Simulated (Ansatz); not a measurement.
Consider Ru in the hcp (Mg type) structure (space group P6_3/mmc, No. 194; a = 2.7045 Å, c = 4.2601 Å). Axes: x lies along a and z along c of the hexagonal cell.

Level of theory: r2SCAN (Ansatz, an electronic-structure program; PAW; 500 eV plane waves; scalar-relativistic without spin-orbit coupling).

Strains are applied to the cell and any free atomic positions relax; under biaxial strain the out-of-plane vector relaxes too.

One change was made to it. Results:

| quantity | base | after |
|---|---|---|
| pressure (mean of the normal stresses, compression positive) | 0.0 GPa | 13.5 GPa |
| volume per atom | 13.49 Å³ | 13.01 Å³ |
| band gap | zero | zero |

### Question
Which change produced these results?
A) biaxial strain −2.48 %, plane normal [001], relaxed out of plane
B) biaxial strain −1.39 %, plane normal [001], relaxed out of plane
C) biaxial strain −0.47 %, plane normal [001], relaxed out of plane

### Answer
A, biaxial strain −2.48 %, plane normal [001], relaxed out of plane. For comparison, the pressure in the other runs: biaxial strain −1.39 %, plane normal [001], relaxed out of plane gives 7.1 GPa; biaxial strain −0.47 %, plane normal [001], relaxed out of plane gives 2.3 GPa.

Without a gap, meshes like the base's 20×20×11 leave anisotropic stresses uncertain by several tenths of a GPa, and small strain energies with them. No phonon test of stability was made. The final runs are not spin-polarised.
